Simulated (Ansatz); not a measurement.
A computed series for Co: pressure series

Take Co in the hcp (Mg type) structure (space group P6_3/mmc, No. 194; a = 2.457 Å, c = 3.969 Å; ferromagnetic) as the base.

Cell and atoms are relaxed at each pressure.

Computed with Ansatz (a program for electronic structure), PBEsol, PAW, cutoff 420 eV, without spin-orbit coupling.

| P (GPa) | V (Å³/atom) |
|---|---|
| -1.99 | 10.462 |
| -1.00 | 10.419 |
| 0.29 | 10.364 |
| 0.69 | 10.347 |
| 1.49 | 10.314 |
| 2.99 | 10.254 |
| 4.99 | 10.176 |
| 7.50 | 10.083 |
| 10.00 | 9.994 |

Q: Fit a third-order Birch–Murnaghan equation of state.

A: Least squares on P(V) = (3B₀/2)[(V₀/V)^(7/3) − (V₀/V)^(5/3)]·[1 + (3/4)(B₀′ − 4)((V₀/V)^(2/3) − 1)] gives V₀ = 10.38 Å³/atom, B₀ = 246 GPa and B₀′ = 4.2.

Other magnetic orders, which the real material may have, were not ruled out. Load acts through the strain it causes; cell and atoms are relaxed under it. Stability against distortions was not tested. Competing high-pressure phases were not computed. The base started in P-3m1 and relaxed to P6_3/mmc at this level.
